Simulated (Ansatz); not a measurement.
The starting structures come from a database of crystals and need not be the phases stable at ambient conditions.

By PBEsol, the system below comes out a metal.

Without scattering a metal conducts by its projected Fermi surface.

```
YB2C2
1.0
    3.58657     0.00000     0.00000
    0.00000     5.33412     0.00000
    0.00000     0.00000     5.33412
Y B C
2 4 4
Direct
  0.00000   0.50000   0.50000
  0.00000   0.00000   0.00000
  0.50000   0.36361   0.86361
  0.50000   0.63639   0.13639
  0.50000   0.86361   0.63639
  0.50000   0.13639   0.36361
  0.50000   0.16220   0.66220
  0.50000   0.83780   0.33780
  0.50000   0.66220   0.83780
  0.50000   0.33780   0.16220
```

Space group of this cell: P4/mbm. The cell is taken as given; by PBEsol its mean pressure is -2.7 GPa.

The current flows along the normal of the first two printed cell vectors, the (100) plane of the conventional cell. No spin-orbit coupling; the value is a mean over 0.1 eV about the Fermi level.

Problem. Give the ballistic conductance per area that PBEsol (Ansatz, a program for electronic structure) yields.

Solution. 0.50 × 10¹⁵ S/m² for both spins.
